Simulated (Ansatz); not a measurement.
Abridged Ansatz (a quantum-chemistry and plane-wave program) output:

```
Relaxation: its limit of steps is 50 (relax.max_steps)
Pseudopotential: Sn, paw, valence charge 14
Crystal: 2 atoms, lattice volume = 67.511 Å³
Basis set: ecut = 420 eV, 1363 PW (Γ), exchange–correlation on 64×64×64 points (8 copies of the dense FFT grid, shifted against one another)
Bands: 18, of which v1, the nominal top of the filled ones, is band 14 counted from 1 (13 counted from 0)
Symmetry: 16 space group operations
k-points: 349 of 4096
Functional: x = slater, c = lda
SCF iter   1: F=—  HF=-11759.036363 eV  |F-HF|=—  |Δ(HF+E_count)|=         —  Δρ=6.20e-3  dr2=1.13e-2  ethr=1.77e-3  ⟨swp⟩=5.9  Hψ=33705  notcnv=0
SCF iter   2: F=—  HF=-11759.032361 eV  |F-HF|=—  |Δ(HF+E_count)|=   4.00e-3  Δρ=2.80e-3  dr2=2.29e-3  ethr=4.03e-5  ⟨swp⟩=2.7  Hψ=14028  notcnv=0
SCF 1 converged in 8 iterations: F = -11759.031981 eV  dr2 = 4.34e-11
relax step   1: F+E_penalty+E_count = -11759.03198087 eV  Δ(F+E_penalty+E_count) = +0.000e0 eV  max|allowed force component| = 0.000e0 eV/Å  Δτ_max = 0.0000 Å  (8 SCF iters, accepted)
SCF converged after 8 iterations
Free energy (F): -11759.031981 eV
Internal energy: -11759.027269 eV  (E = F + TS)
E sigma→0 (E₀):  -11759.029625 eV
Entropy (-TS):   -0.004712 eV (-2.356 meV/atom)
Fermi energy:    7.685651 eV
--- Forces (eV/Å), atoms counted from 1 ---
  atom   1  Sn     0.00000000    -0.00000000     0.00000000
  atom   2  Sn     0.00000000    -0.00000000     0.00000000
--- Stress (GPa, compression-positive) ---
        0.165038       0.000000       0.000000
        0.000000       0.165038       0.000000
        0.000000       0.000000       0.325175
  P = ⅓ Tr σ = 0.2184 GPa (2.184 kbar)
--- Relaxed structure (1 steps of the walk, 1 accepted, 0 SCFs on fresh bases) ---
  atoms:
    - { symbol: Sn, position: [0.0, 0.0, 0.0] }
    - { symbol: Sn, position: [0.24999999999999997, 0.24999999999999997, 0.24999999999999997] }
```

### Question
What was computed, and what are the main results?

### Answer
Sn, 2 atoms in the cell, with Ansatz LDA, without spin-orbit coupling. The last SCF converged to F = -11759.031981 eV, or -5879.5160 eV per atom, at a pressure of 0.22 GPa. The total energy compares only with runs of the same code, potentials and settings.

The cells carry an imposed strain or load. No phonon test of stability was made. The cell was made from Sn in the diamond structure (space group Fd-3m, No. 227) by this change: uniaxial strain ε_zz = −0.50 %.

Keys are those of Ansatz 0.2.
